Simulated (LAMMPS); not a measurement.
System: a slab of Ta (bcc) cut on the (001) plane, one half shifted rigidly along [100] and [010] of the cubic cell, atoms relaxed along the normal alone.

Level of theory: machine-learned potential (static), pair style pod, file Ta_param.pod (LAMMPS).

Fault energy γ (mJ/m²); x and y are the two shifts in Å.
```
y \ x  0.00  0.28  0.55  0.83  1.10  1.38  1.65  1.93  2.20  2.48  2.75  3.03  3.30
-----  ----  ----  ----  ----  ----  ----  ----  ----  ----  ----  ----  ----  ----
3.30      0   126   528  1090  1632  2002  2131  2002  1632  1090   528   126     0
3.03    126   245   666  1290  1855  2230  2360  2230  1855  1290   666   245   126
2.75    528   666  1145  1814  2352  2715  2863  2715  2352  1814  1145   666   528
2.48   1090  1290  1814  2428  2906  3212  3309  3212  2906  2428  1814  1290  1090
2.20   1632  1855  2352  2906  3338  3555  3616  3555  3338  2906  2352  1855  1632
1.93   2002  2230  2715  3212  3555  3714  3758  3714  3555  3212  2715  2230  2002
1.65   2131  2360  2863  3309  3616  3758  3796  3758  3616  3309  2863  2360  2131
1.38   2002  2230  2715  3212  3555  3714  3758  3714  3555  3212  2715  2230  2002
1.10   1632  1855  2352  2906  3338  3555  3616  3555  3338  2906  2352  1855  1632
0.83   1090  1290  1814  2428  2906  3212  3309  3212  2906  2428  1814  1290  1090
0.55    528   666  1145  1814  2352  2715  2863  2715  2352  1814  1145   666   528
0.28    126   245   666  1290  1855  2230  2360  2230  1855  1290   666   245   126
0.00      0   126   528  1090  1632  2002  2131  2002  1632  1090   528   126     0
```

Read from the full data:
- largest energy on the surface: 3800 mJ/m²
- largest energy on the line along [100]: 2130 mJ/m²
